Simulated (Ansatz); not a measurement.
Consider WSe2 (space group P6_3/mmc, No. 194; a = 3.2790 Å, c = 12.7862 Å; layered, stacked along the Cartesian z axis). Axes: x lies along a and z along c of the hexagonal cell.

Level of theory: PBE-D3(BJ) (Ansatz, a first-principles code; PAW; 420 eV plane waves; no spin-orbit coupling).

Strains are applied to the cell and any free atomic positions relax; under biaxial strain the out-of-plane vector relaxes too.

One change was made to it. Results:

| quantity | base | after |
|---|---|---|
| valence-band top at Γ (three highest levels, from the VBM) | 0.00, -0.96, -1.20 eV | 0.00, -0.80, -0.97 eV |
| hole mass | 1.3 mₑ along c, 0.70 mₑ across (at Γ) | 2.1 mₑ out of plane, 0.53 mₑ in plane (at Γ) |
| smallest direct gap | 1.57 eV | 1.23 eV |
| shortest interatomic distance | 2.534 Å | 2.553 Å |

Task: Which of these changes matches the shifts?
(A) biaxial strain +1.80 %, plane normal [001], relaxed out of plane
(B) biaxial strain +3.00 %, plane normal [001], relaxed out of plane
(C) biaxial strain +0.60 %, plane normal [001], relaxed out of plane

Result: B, biaxial strain +3.00 %, plane normal [001], relaxed out of plane. For comparison, the valence-band top at Γ in the other runs: biaxial strain +1.80 %, plane normal [001], relaxed out of plane gives 0.00, -0.87, -1.06 eV; biaxial strain +0.60 %, plane normal [001], relaxed out of plane gives 0.00, -0.93, -1.15 eV.

With W present, leaving out spin-orbit coupling can change the band edges. Effective masses come from finite differences of ±0.01 Å⁻¹. Stability against distortions was not tested.
